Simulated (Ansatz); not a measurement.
The starting structures come from a database of crystals and need not be the phases stable at ambient conditions.

By PBEsol, the system below comes out a metal.

A figure of merit of an interconnect metal is its ballistic conductance per area.

Data:

```
SnAs
1.0
    4.06851     0.00000     0.00000
   -2.03425     3.52343     0.00000
    2.03425     1.17448     3.32192
Sn As
1 1
Direct
  0.00000   0.50000   0.50000
  0.00000   0.00000   0.00000
```

The cell is taken as given; by PBEsol it stands under a pressure of -1.5 GPa.

The current flows along the normal of the first two printed cell vectors, the (111) plane of the conventional cell. No spin-orbit coupling; the value is a mean over 0.1 eV about the Fermi level.

Question: Predict the ballistic conductance per area from PBEsol (Ansatz, a program for electronic structure).

Answer: 0.84 × 10¹⁵ S/m² for both spins.
